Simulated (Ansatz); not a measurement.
## CdTe: band gap against strain

CdTe (zinc blende, F-43m, 35.252 Å³/atom at rest) under an equal strain ε in the (111) plane with the normal axis free, as in a coherent film. r2SCAN in Ansatz, a plane-wave DFT program (PAW, default set), 500 eV, 9×9×9 Γ-centred mesh, Fermi-Dirac smearing 0.05 eV; ions are relaxed within the symmetry of each cell. Gaps are the smallest over the k-mesh and a band path, without spin-orbit coupling; in all rows the valence edge lies at Γ and the conduction edge at Γ.

Here s stands for strain and Eg for gap.

| strain (%) | gap (eV) |
|---|---|
| 0.00 | 1.165 |
| 0.42 | 1.124 |
| 0.83 | 1.085 |
| 1.25 | 1.046 |
| 2.50 | ? |

Task: Fit Eg against s with a straight line, and predict the withheld value at s = 2.50.

Result: Means: s 0.62500, Eg 1.1050. About the means, the sum of products is -0.082370 and the sum of squares of s is 0.86530; the slope is their ratio. Least squares gives Eg = 1.1645 - 0.09519·s. Residuals (row less fit): 0.0005, -0.0005, -0.0005, 0.0005; standard error 0.0007 (degrees of freedom: 2). Over these rows the gap moves by -9.5 ± 0.08 eV per unit strain. At the withheld row, Eg = 1.1645 - 0.09519 × 2.50 = 0.9265 eV. The calculation gives 0.944 eV, 0.0175 eV above the prediction (7.9 % of the range of Eg in the table). The row lies outside the fitted rows, so this is an extrapolation. From the scatter of the fitted rows alone, a prediction at this place has a standard error of 0.0016 eV, so the miss is 10.9 times that.

One order more, fitted to all 7 runs of the series, follows each within 0.001, so the miss is the next term of a smooth law. Spin-orbit coupling is left out, which can shift this property for CdTe. Rows are the converged runs of the series near zero and its far end; series whose fitted rows scatter by over a few per cent of the range, as at a crossing or softening among them, aren't shown in this form. Most that stay on the fit to the last digits aren't either.
